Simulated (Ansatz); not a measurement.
**RuAs (model structure, started from the CsCl type, Pm-3m, No. 221, 2 atoms in the cell)**

Level of theory: LDA in Ansatz (PAW).

Numerical settings: plane-wave cutoff 520 eV, 18×18×18 k mesh, Fermi–Dirac smearing 0.05 eV, no spin polarisation, scalar-relativistic PAW data made under PBE.

Cell (relaxed at this level):

```xyz
2
Lattice="3.0212 0.0000 0.0000 0.0000 3.0212 0.0000 0.0000 0.0000 3.0212" Properties=species:S:1:pos:R:3 pbc="T T T"
Ru     0.0000     0.0000     0.0000
As     1.5106     1.5106     1.5106
```

```json
{
 "bulk modulus B0": "231 GPa"
}
```

Note: the run has no spin polarisation, so it can have missed a magnetic state; the bulk modulus is −V dP/dV from two relaxed cells at ±2 % in volume; the relaxation could raise the start's symmetry but not lower it, so the cell can be a saddle point.

Cost on a shared machine: about 60 core-seconds (a rough figure).

A model structure was made by putting elements into a prototype or built by hand; it is no filed structure, need not be a known phase, and can be a saddle point held by its symmetry.

Ansatz is an electronic-structure program.
